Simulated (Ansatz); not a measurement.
An Ansatz (a first-principles code) input (Kohn–Sham DFT with the PBE functional, run in Ansatz with PAW and 420 eV plane waves, no spin-orbit coupling):

Ansatz 0.2 input:
```yaml
crystal:
  lattice:
    - [3.8451059013, 0, 0]
    - [-1.9225529507, 3.3299593908, 0]
    - [0, 0, 6.3056617596]
  atoms:
    - { symbol: Zn, position: [0.6666666667, 0.3333333333, 0.9998542026] }
    - { symbol: Zn, position: [0.3333333333, 0.6666666667, 0.4998542026] }
    - { symbol: S, position: [0.6666666667, 0.3333333333, 0.6253457974] }
    - { symbol: S, position: [0.3333333333, 0.6666666667, 0.1253457974] }
basis: { ecutwfc: 420, ecutrho_ratio: 4, xc_grid: 2, fft_grid_basis: typed }
kpoints: { mp_grid: { grid: [18, 18, 10] } }
hamiltonian:
  xc: pbe
  dispersion: none
  pseudopotentials: { kind: paw }
total_charge: 0.080738
scf: { occupations: { method: fermi_dirac, width: 0.0259 }, convergence: { dr2_threshold: 0.0000000004 } }
relax: { f_tol: 0.005, max_steps: 30 }
output: { forces: true, stress: true }
checkpoint: { write: state.ck, write_every: 1000 }
```

Question: Which symmetry and how many k-points will the program report, and about how many plane waves at Γ?

Answer: Space group P63mc (ITA 186) with 12 operations, k-points 222 of 3240, and 1581 plane waves at Γ.

Charged cell with a jellium background: band edges are those of the host's band count, energies are not comparable with the neutral cell, and many-body gap narrowing is missing. No phonon test of stability was made. The cell was made from ZnS in the wurtzite structure (space group P6_3mc, No. 186) by this change: holes 1.0×10^21 cm⁻³.
